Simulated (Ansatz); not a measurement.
Take CdS in the zinc blende structure (space group F-43m, No. 216; a = 5.9266 Å) as the base.

One thing is altered: a hydrostatic pressure of 50 GPa.

Levels (all Ansatz, a first-principles code, PAW): PBE (420 eV, scalar-relativistic without spin-orbit coupling); HSE06+SOC (420 eV, with spin-orbit coupling).

The geometry is relaxed with PBE.

```
Property                                Result
-------------------------  -------------------
PBE valence-band top at Γ  0.00, 0.00, 0.00 eV
PBE band gap                           1.71 eV
```

**Question.** Predict the valence-band top at Γ and band gap from HSE06+SOC.

**Answer.** The valence-band top at Γ (three highest Kramers pairs, from the VBM) becomes 0.00, 0.00, -0.03 eV (PBE: 0.00, 0.00, 0.00 eV); the band gap grows by 1.05 eV, from 1.71 eV to 2.76 eV. The threefold valence maximum splits by Δso ≈ 25 meV.

Single points use the geometry relaxed with PBE. The spin-orbit shifts are approximate. Load acts through the strain it causes; cell and atoms are relaxed under it. Whether these cells are dynamically stable was not tested. Tetrahedral semiconductors of this kind turn to denser phases somewhere between about 1 and 50 GPa; those were not computed, so compressed cells here can lie past the real transition.
